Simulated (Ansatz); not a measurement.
Results of G0W0@PBEsol+SOC (Ansatz, an electronic-structure program, plane waves, hard PAW, contour deformation, complete-basis limit, spin–orbit shift from PBEsol) for Li3HS (model structure, started from the Li3OCl type, Pm-3m, No. 221, 5 atoms in the cell).

Settings: largest k mesh 6×6×6 (not extrapolated in the mesh).

Cell (relaxed with PBEsol):

```xyz
5
Lattice="4.5247 0.0000 0.0000 0.0000 4.5247 0.0000 0.0000 0.0000 4.5247" Properties=species:S:1:pos:R:3 pbc="T T T"
Li     0.0000     2.2623     2.2623
Li     2.2623     0.0000     2.2623
Li     2.2623     2.2623     0.0000
H      0.0000     0.0000     0.0000
S      2.2623     2.2623     2.2623
```

Q: Estimate the band gap that the calculation returns.

A: 
band gap: 3.62 eV

Note: spin–orbit coupling enters as the shift of the gap found with a semilocal functional; the relaxation could raise the start's symmetry but not lower it, so the cell can be a saddle point.

Computing time: very roughly 2.8 core-hours.

A model structure was made by putting elements into a prototype or built by hand; it is no filed structure, need not be a known phase, and can be a saddle point held by its symmetry.
